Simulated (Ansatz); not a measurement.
Start from HgTe in the zinc blende structure (space group F-43m, No. 216; a = 6.435 Å). Axes: x, y, z lie along the cube axes.

Calculations: LDA, PAW, 420 eV (Ansatz, a first-principles code; spin-orbit coupling left out).

Base values:

```
Item               Result
---------------  --------
Pressure          0.0 GPa
Volume per atom  33.31 Å³
```

It is then changed as follows: biaxial strain +1.00 %, plane normal [001], relaxed out of plane (Cartesian); in-plane vectors clamped, the third vector and the atoms free.

Question: How does this affect the pressure, energy relative to the base and volume per atom?

Answer: The pressure (mean of the normal stresses, compression positive) goes from zero to -0.3 GPa; the energy grows by 0.8 meV/atom; the volume per atom grows by 0.18 Å³ (33.31 Å³ → 33.49 Å³).

Whether these cells are dynamically stable was not tested. The final runs are not spin-polarised.
